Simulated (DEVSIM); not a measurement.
Structure: Si p+/n-/n+ power diode, at 300 K.

| layer (left to right) | material | thickness (μm) | Nd (cm⁻³) | Na (cm⁻³) | τn (s) | τp (s) |
|---|---|---|---|---|---|---|
| 1 | Si | 1.10 | - | 3.6e18 | 3.9e-5 | 3.9e-5 |
| 2 | Si | 30.0 | 1.8e16 | - | 3.9e-5 | 3.9e-5 |
| 3 | Si | 1.30 | 2.5e18 | - | 3.9e-5 | 3.9e-5 |

Left contact: ohmic. Right contact: ohmic. Voltage is applied to the left contact. Recombination: SRH at mid-gap. Mobility is μmin + (μ − μmin)/(1 + (N/Nref)^α).

The device is made up for the run: typed textbook-type constants, with dimensions and the other settings drawn at random. Values at 300 K; Nc and Nv go as T^1.5, mobilities as T to minus their exponent, the gap by Varshni's rule with the affinity fixed. The table also holds parameters that only a changed run uses.

```tsv
parameter	Si
gap (eV)	1.124
affinity (eV)	4.05
permittivity	11.7
Nc (cm⁻³)	2.86e19
Nv (cm⁻³)	3.1e19
μn (cm²/Vs)	1417
μp (cm²/Vs)	470
μn,min	52
μp,min	45
Nref,n	9.7e16
Nref,p	2.2e17
αn	0.68
αp	0.72
T exponent of μn	2.3
T exponent of μp	2.2
Cn (cm⁶/s)	2.8e-31
Cp (cm⁶/s)	9.9e-32
Varshni α (eV/K)	0.000473
Varshni β (K)	636
```

Simulated with DEVSIM: 1D drift-diffusion, Boltzmann statistics, complete ionisation; no tunnelling, impact ionisation, image-force lowering or self-heating.

Base results: dark forward voltage at 1 A/cm² (V) 0.740; potential step across the device at zero bias (V) 1.005; dark forward voltage at 100 A/cm² (V) 0.868.

Task: What follows from this one change: thickness of layer 1 1.1 → 3.3 μm?

Result: dark forward voltage at 1 A/cm² 0.740 → 0.751 V; potential step across the device at zero bias little changed (1.005 V); dark forward voltage at 100 A/cm² 0.868 → 0.882 V.

Task: What follows from this one change: temperature 300 → 250 K?

Result: dark forward voltage at 1 A/cm² 0.740 → 0.825 V; potential step across the device at zero bias 1.005 → 1.049 V; dark forward voltage at 100 A/cm² 0.868 → 0.932 V.

Task: What follows from this one change: doping Nd of layer 2 1.8e+16 → 5.4e+17 cm^-3?

Result: dark forward voltage at 1 A/cm² 0.740 → 0.752 V; potential step across the device at zero bias little changed (1.005 V); dark forward voltage at 100 A/cm² 0.868 → 0.879 V.

Task: What follows from this one change: doping Na of layer 1 3.6e+18 → 3.6e+17 cm^-3?

Result: dark forward voltage at 1 A/cm² 0.740 → 0.670 V; potential step across the device at zero bias 1.005 → 0.946 V; dark forward voltage at 100 A/cm² 0.868 → 0.814 V.
